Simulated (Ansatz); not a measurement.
Electronic density of states of amorphous Al₂₈O₄₃Na₂, density 3.07 g/cm³, on a 2×2×2 Γ-centred mesh with a Gaussian width of 0.1 eV; energies count from the Fermi level, whose place inside the gap is arbitrary. Cell and mesh are small, so fine structure isn't converged. Method: PBE, scalar-relativistic without spin-orbit coupling (plane waves to 420 eV, PAW; Ansatz, a first-principles code). Sampling: a 2×2×2 Γ-centred mesh; Fermi-Dirac width 0.02 eV; no spin polarisation. At PBE the levels at the filled edge of the gap are localised (band-tail or defect states).

A CHGNet melt-quench gave the starting glass, which DFT then relaxed. O atoms were pushed apart under 1.9 Å during the dynamics, to hinder bonds among them. The hot cell started wider than the set density and was brought back towards it in steps. It is the lowest in DFT energy of 2 quenches. It is a model cell: composition and starting density were chosen by hand, and all elements were melted together. No dispersion term was used. Its density started from a set value of 3.07 and ended at 3.07 g/cm³. Cooling (nominally 410 K/ps over its main leg) ran many orders faster than in experiment, which tends to leave more defects and strain. One small periodic cell is one sample of the glass; other quenches scatter about these values. The volume was held where the preparation left it and the shape relaxed, at a PBE pressure of 5.4 GPa. Stress components on the final sampling reach 5.4 GPa.

| E - EF (eV) | states/(eV atom) |
|---|---|
| -12.00 | 0.00 |
| -11.90 | 0.00 |
| -11.80 | 0.00 |
| -11.70 | 0.00 |
| -11.60 | 0.00 |
| -11.50 | 0.00 |
| -11.40 | 0.00 |
| -11.30 | 0.00 |
| -11.20 | 0.00 |
| -11.10 | 0.00 |
| -11.00 | 0.00 |
| -10.90 | 0.00 |
| -10.80 | 0.00 |
| -10.70 | 0.00 |
| -10.60 | 0.00 |
| -10.50 | 0.00 |
| -10.40 | 0.00 |
| -10.30 | 0.00 |
| -10.20 | 0.00 |
| -10.10 | 0.00 |
| -10.00 | 0.00 |
| -9.90 | 0.00 |
| -9.80 | 0.00 |
| -9.70 | 0.00 |
| -9.60 | 0.00 |
| -9.50 | 0.00 |
| -9.40 | 0.00 |
| -9.30 | 0.00 |
| -9.20 | 0.00 |
| -9.10 | 0.00 |
| -9.00 | 0.00 |
| -8.90 | 0.00 |
| -8.80 | 0.00 |
| -8.70 | 0.00 |
| -8.60 | 0.03 |
| -8.50 | 0.14 |
| -8.40 | 0.24 |
| -8.30 | 0.22 |
| -8.20 | 0.27 |
| -8.10 | 0.28 |
| -8.00 | 0.28 |
| -7.90 | 0.31 |
| -7.80 | 0.34 |
| -7.70 | 0.31 |
| -7.60 | 0.33 |
| -7.50 | 0.41 |
| -7.40 | 0.40 |
| -7.30 | 0.41 |
| -7.20 | 0.39 |
| -7.10 | 0.41 |
| -7.00 | 0.40 |
| -6.90 | 0.42 |
| -6.80 | 0.39 |
| -6.70 | 0.41 |
| -6.60 | 0.42 |
| -6.50 | 0.41 |
| -6.40 | 0.47 |
| -6.30 | 0.51 |
| -6.20 | 0.54 |
| -6.10 | 0.53 |
| -6.00 | 0.46 |
| -5.90 | 0.50 |
| -5.80 | 0.58 |
| -5.70 | 0.55 |
| -5.60 | 0.53 |
| -5.50 | 0.54 |
| -5.40 | 0.56 |
| -5.30 | 0.57 |
| -5.20 | 0.57 |
| -5.10 | 0.58 |
| -5.00 | 0.64 |
| -4.90 | 0.63 |
| -4.80 | 0.60 |
| -4.70 | 0.58 |
| -4.60 | 0.56 |
| -4.50 | 0.65 |
| -4.40 | 0.70 |
| -4.30 | 0.69 |
| -4.20 | 0.71 |
| -4.10 | 0.70 |
| -4.00 | 0.71 |
| -3.90 | 0.77 |
| -3.80 | 0.77 |
| -3.70 | 0.76 |
| -3.60 | 0.75 |
| -3.50 | 0.78 |
| -3.40 | 0.70 |
| -3.30 | 0.67 |
| -3.20 | 0.72 |
| -3.10 | 0.73 |
| -3.00 | 0.72 |
| -2.90 | 0.78 |
| -2.80 | 0.77 |
| -2.70 | 0.67 |
| -2.60 | 0.62 |
| -2.50 | 0.61 |
| -2.40 | 0.62 |
| -2.30 | 0.58 |
| -2.20 | 0.40 |
| -2.10 | 0.34 |
| -2.00 | 0.33 |
| -1.90 | 0.24 |
| -1.80 | 0.11 |
| -1.70 | 0.02 |
| -1.60 | 0.00 |
| -1.50 | 0.00 |
| -1.40 | 0.00 |
| -1.30 | 0.00 |
| -1.20 | 0.00 |
| -1.10 | 0.00 |
| -1.00 | 0.00 |
| -0.90 | 0.00 |
| -0.80 | 0.00 |
| -0.70 | 0.00 |
| -0.60 | 0.00 |
| -0.50 | 0.00 |
| -0.40 | 0.00 |
| -0.30 | 0.00 |
| -0.20 | 0.00 |
| -0.10 | 0.00 |
| 0.00 | 0.00 |
| 0.10 | 0.00 |
| 0.20 | 0.00 |
| 0.30 | 0.00 |
| 0.40 | 0.00 |
| 0.50 | 0.00 |
| 0.60 | 0.00 |
| 0.70 | 0.00 |
| 0.80 | 0.00 |
| 0.90 | 0.00 |
| 1.00 | 0.00 |
| 1.10 | 0.00 |
| 1.20 | 0.00 |
| 1.30 | 0.00 |
| 1.40 | 0.00 |
| 1.50 | 0.00 |
| 1.60 | 0.00 |
| 1.70 | 0.01 |
| 1.80 | 0.02 |
| 1.90 | 0.01 |
| 2.00 | 0.00 |
| 2.10 | 0.00 |
| 2.20 | 0.00 |
| 2.30 | 0.00 |
| 2.40 | 0.01 |
| 2.50 | 0.04 |
| 2.60 | 0.05 |
| 2.70 | 0.04 |
| 2.80 | 0.05 |
| 2.90 | 0.03 |
| 3.00 | 0.05 |
| 3.10 | 0.05 |
| 3.20 | 0.06 |
| 3.30 | 0.10 |
| 3.40 | 0.07 |
| 3.50 | 0.05 |
| 3.60 | 0.06 |
| 3.70 | 0.07 |
| 3.80 | 0.06 |
| 3.90 | 0.06 |
| 4.00 | 0.08 |
| 4.10 | 0.11 |
| 4.20 | 0.11 |
| 4.30 | 0.14 |
| 4.40 | 0.18 |
| 4.50 | 0.21 |
| 4.60 | 0.20 |
| 4.70 | 0.15 |
| 4.80 | 0.14 |
| 4.90 | 0.16 |
| 5.00 | 0.19 |
| 5.10 | 0.19 |
| 5.20 | 0.22 |
| 5.30 | 0.23 |
| 5.40 | 0.19 |
| 5.50 | 0.25 |
| 5.60 | 0.31 |
| 5.70 | 0.28 |
| 5.80 | 0.27 |
| 5.90 | 0.26 |
| 6.00 | 0.26 |
| 6.10 | 0.30 |
| 6.20 | 0.32 |
| 6.30 | 0.33 |
| 6.40 | 0.37 |
| 6.50 | 0.40 |
| 6.60 | 0.40 |
| 6.70 | 0.40 |
| 6.80 | 0.37 |

The level gap on this mesh is 3.68 eV; the broadening fills part of it in the curve.
